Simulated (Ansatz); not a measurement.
## Hypothetical P6_3/mmc PtSe2, response to strain

Consider PtSe₂ in the 2H-MoS2 type structure (space group P6_3/mmc, No. 194; a = 3.5709 Å, c = 10.9666 Å; a hypothetical phase, not in the database extracts checked; layered, stacked along the Cartesian z axis). Axes: x lies along a and z along c of the hexagonal cell.

Strains are applied to the cell and any free atomic positions relax; under biaxial strain the out-of-plane vector relaxes too.

All numbers come from plane-wave PAW DFT at the PBE-D3(BJ) level (Ansatz, a program for electronic structure, 420 eV), no spin-orbit coupling.

Notes on the quantities. energy relative to the base: free energy F; pressure: mean of the normal stresses, compression positive.

| variant | energy relative to the base | volume per atom | pressure | space group |
|---|---|---|---|---|
| base | 0 meV/atom | 20.18 Å³ | 0.0 GPa | P6_3/mmc (No. 194) |
| biaxial strain −0.55 %, plane normal [001], relaxed out of plane | – | 20.02 Å³ | 0.5 GPa | P6_3/mmc (No. 194) |
| biaxial strain +2.09 %, plane normal [001], relaxed out of plane | – | 20.83 Å³ | -1.7 GPa | P6_3/mmc (No. 194) |
| isotropic strain −0.74 % | +1.8 meV/atom | 19.74 Å³ | 1.3 GPa | P6_3/mmc (No. 194) |
| isotropic strain −0.31 % | +0.3 meV/atom | 20.00 Å³ | 0.5 GPa | P6_3/mmc (No. 194) |
| isotropic strain +4.53 % | +49 meV/atom | 23.05 Å³ | -4.4 GPa | P6_3/mmc (No. 194) |
| isotropic strain +5.34 % | +64 meV/atom | 23.59 Å³ | -4.8 GPa | P6_3/mmc (No. 194) |
| uniaxial strain ε_yy = −5.17 % | +15 meV/atom | 19.14 Å³ | 3.5 GPa | Cmcm (No. 63) |
| uniaxial strain ε_yy = −4.08 % | +8.8 meV/atom | 19.36 Å³ | 2.7 GPa | Cmcm (No. 63) |
| tensor shear ε_xz = +2.59 % | -1.2 meV/atom | 20.17 Å³ | 0.6 GPa | C2/c (No. 15) |

Without a gap, meshes like the base's 15×15×5 leave anisotropic stresses uncertain by several tenths of a GPa, and small strain energies with them. Stability against distortions was not tested. The final runs are not spin-polarised. Under tensor shear ε_xz = +2.59 % the cell ends below the base's energy or with stress of the wrong sign: the atoms slid into a distortion or the cell is elastically unstable, so the base is not a stable minimum at this level. PtSe2 has a high density of states at the Fermi level and may be magnetic at this level.
